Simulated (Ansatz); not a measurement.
# Re: pressure series

The parent structure is Re in the hcp (Mg type) structure (space group P6_3/mmc, No. 194; a = 2.775 Å, c = 4.483 Å).

Cell and atoms are relaxed at each pressure.

Method: Ansatz (an electronic-structure program), PBE, PAW, cutoff 420 eV, no spin-orbit coupling, earlier PAW set.

| pressure (GPa) | volume per atom (Å³/atom) |
|---|---|
| -2 | 15.035 |
| -1 | ? |
| 0 | 14.950 |
| 7 | 14.677 |
| 15 | 14.395 |
| 30 | 13.933 |
| 50 | 13.417 |
| 75 | 12.884 |
| 100 | 12.438 |

**Question.** Fit the third-order Birch–Murnaghan form P(V) = (3B₀/2)[(V₀/V)^(7/3) − (V₀/V)^(5/3)]·[1 + (3/4)(B₀′ − 4)((V₀/V)^(2/3) − 1)] (squares taken in P) to the rows shown and predict the withheld row.

**Answer.** Least squares on the printed values gives V₀ = 14.950 Å³/atom, B₀ = 366 GPa, B₀′ = 4.3; this predicts 14.991 Å³/atom, and the run gives 14.993 Å³/atom, 0.002 higher.

Load acts through the strain it causes; cell and atoms are relaxed under it. Stability against distortions was not tested. No other phases were tried under pressure. The final runs are not spin-polarised.
